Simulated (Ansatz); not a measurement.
Start from HfC in the rock salt structure (space group Fm-3m, No. 225; a = 4.607 Å; relaxed with 0.1 eV smearing). Axes: x, y, z lie along the cube axes.

The values are results of Ansatz (an electronic-structure program), PBEsol, PAW, cutoff 420 eV, without spin-orbit coupling, not measurements.

Modification: every lattice vector is shortened by 3.00 %, atoms relaxed at fixed cell.

Q: Predict the stress tensor and what it implies for the stiffness.

A: Stress of the strained cell less that of the base (GPa, compression positive):
```
   27.1     0.0     0.0
    0.0    27.1     0.0
    0.0     0.0    27.1
```

Then B = −ΔP/(ΔV/V₀) with ΔV/V₀ = -0.0873 gives secant stiffness values (nonlinear terms included at this strain): B ≈ 311 GPa.

As a check, the harmonic strain energy −½ V₀ Δσ:ε is 93 meV/atom; the computed energy rise is 84 meV/atom.

Stability against distortions was not tested. All final runs are without spin polarisation.
